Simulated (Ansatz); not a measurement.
The starting structures come from a database of crystals and need not be the phases stable at ambient conditions.

Tunnelling through a barrier is set by its complex band structure: the current falls as exp(−2κd) with the smallest κ.

Input:

```
CELL_PARAMETERS angstrom
      2.74736     0.00000     0.00000
      0.00000     4.31783     0.00000
      0.00000     0.00000     4.23317
ATOMIC_POSITIONS crystal
  Si 0.50000 0.50000 0.50000
  Si 0.00000 0.00000 0.00000
  O  0.00000 0.69316 0.69316
  O  0.00000 0.30684 0.30684
  O  0.50000 0.19316 0.80684
  O  0.50000 0.80684 0.19316
```

Space group of this cell: Pnnm. The cell is strained (lengths across the current scaled by 1.02, ions clamped); by r2SCAN its mean pressure is -20.8 GPa.

Transport runs along the normal of the first two printed cell vectors.

The gap is the functional's own. No spin-orbit coupling. Mid-gap values are interpolated on the energy grid.

Task: Estimate the band gap and the smallest decay constant κ at mid-gap that r2SCAN (Ansatz, a quantum-chemistry and plane-wave program) returns for this system.

Result: Gap 5.22 eV on a 12×8×8 mesh; κ = 0.382 1/Å, at the zone centre.
